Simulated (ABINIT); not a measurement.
A self-consistent single point of Mo2N (I4_1/amd, 6 atoms in the cell) with ABINIT.

Method of the run: LDA (PW92), norm-conserving pseudopotentials (PseudoDojo nc-sr-04 LDA standard) (plane waves; ABINIT).

The change in words: lattice scaled by 0.98. Reference geometry:
```
Mo2N
1.0
   -2.14864     2.14864     4.01405
    2.14864    -2.14864     4.01405
    2.14864     2.14864    -4.01405
Mo N
4 2
Direct
  0.98696   0.48696   0.50000
  0.23696   0.23696   0.00000
  0.76304   0.76304   0.00000
  0.51304   0.01304   0.50000
  0.25000   0.75000   0.50000
  0.50000   0.50000   0.00000
```

Reference input (self-consistent single point, DFT, LDA (PW92), plane waves, norm-conserving pseudopotentials (PseudoDojo nc-sr-04 LDA standard)): pseudos = [Mo.upf, N.upf]; ecut = 42 Ha; ixc = 7; occopt = 3; tsmear = 0.00367493 Ha; ngkpt = 7 7 7; nshiftk = 1; shiftk = 0 0 0; potentials = PseudoDojo nc-sr-04 LDA standard; nband = 42; kptopt = 1; nstep = 80. This run's input differs from it in these lines:

```diff
@@ -5,5 +5,5 @@
 rprim
-        -2.1486370000    2.1486370000    4.0140460000
-         2.1486370000   -2.1486370000    4.0140460000
-         2.1486370000    2.1486370000   -4.0140460000
+        -2.1056640000    2.1056640000    3.9337650000
+         2.1056640000   -2.1056640000    3.9337650000
+         2.1056640000    2.1056640000   -3.9337650000
 natom 6
```

The program printed (abridged):

```
--- !BeginCycle
solver: {iscf: 7, nstep: 80, nline: 4, wfoptalg: 0, }
tolerances: {tolvrs: 1.00E-11, }
...

     iter   Etot(hartree)      deltaE(h)  residm     vres2
 ETOT  1  -301.55257387115    -3.016E+02 1.656E-01 5.050E+03
 ETOT  2  -300.69832363226     8.543E-01 7.864E-02 1.495E+04
 ETOT  3  -302.29165058927    -1.593E+00 1.505E-02 1.514E+02
 ETOT  4  -302.31022437903    -1.857E-02 8.763E-03 4.659E+00
 ETOT  5  -302.31040141285    -1.770E-04 2.994E-03 2.893E+00
   [... 6 lines left out ...]
 ETOT 12  -302.31063451839    -1.518E-11 5.895E-04 1.015E-09
 ETOT 13  -302.31063451839     1.762E-12 2.425E-04 3.114E-11
 ETOT 14  -302.31063451839    -7.390E-13 4.469E-04 1.256E-11
 ETOT 15  -302.31063451840    -3.752E-12 1.775E-04 8.303E-13
 At SCF step   15       vres2   =  8.30E-13 < tolvrs=  1.00E-11 =>converged.

 Cartesian components of stress tensor (hartree/bohr^3)
  sigma(1 1)=  6.03166544E-05  sigma(3 2)=  0.00000000E+00
  sigma(2 2)=  6.03166544E-05  sigma(3 1)=  0.00000000E+00
  sigma(3 3)=  4.23015735E-05  sigma(2 1)=  0.00000000E+00

 ----iterations are completed or convergence reached----

 reduced coordinates (array xred) for    6 atoms
       0.986960000000      0.486960000000      0.500000000000
       0.236960000000      0.236960000000      0.000000000000
       0.763040000000      0.763040000000      0.000000000000
       0.513040000000      0.013040000000      0.500000000000
       0.250000000000      0.750000000000      0.500000000000
       0.500000000000      0.500000000000      0.000000000000
 cartesian forces (eV/Angstrom) at end:
   [... lines left out ...]
 Fermi (or HOMO) energy (eV) =  17.45027   Average Vxc (eV)= -14.18245
   [... lines left out ...]
total_energy        : -3.02310634518395E+02
total_energy_eV     : -8.22629072084022E+03
band_energy         : -1.44355509183965E+01
...

-Cartesian components of stress tensor (GPa)         [Pressure= -1.5979E+00 GPa]
- sigma(1 1)=  1.77457694E+00  sigma(3 2)=  0.00000000E+00
- sigma(2 2)=  1.77457694E+00  sigma(3 1)=  0.00000000E+00
- sigma(3 3)=  1.24455505E+00  sigma(2 1)=  0.00000000E+00

 Calculation completed.
```

The run converged in 15 iterations. Against the reference run the free energy drops by 50.9 meV/atom, the pressure goes from -19.85 to -1.60 GPa and the largest force goes from 0.391 to 0.118 eV/Å.

The starting cell comes from a database of computed structures (which also holds hypothetical and non-ambient phases and stackings), without a prior relaxation at this level. Its lattice was rescaled by a random factor within 2.5 % of one. For this run, on top of that: lattice scaled by 0.98. Spin polarisation is off.

Cost on one core of a shared machine: roughly 8 min.
